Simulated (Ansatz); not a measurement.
How the equilibrium lattice constant a of Os (model structure, Im-3m, No. 229, 1 atoms in the cell) moves with the method

No measured value is used here.

| level (code) | value (Å) |
|---|---|
| LDA (Ansatz) | 3.047 |
| PBEsol (Ansatz) | 3.062 |
| r²SCAN (Ansatz) | 3.071 |

Density-functional levels without +SOC have no spin–orbit coupling. LDA, PBEsol, r²SCAN: the run has no spin polarisation, so it can have missed a magnetic state. Cutoffs differ between the levels. Ansatz's density-functional and Hartree–Fock values are scalar-relativistic unless marked +SOC, with PAW data made under PBE.

A model structure was made by putting elements into a prototype or built by hand; it is no filed structure, need not be a known phase, and can be a saddle point held by its symmetry.

Ansatz is a program for electronic structure.
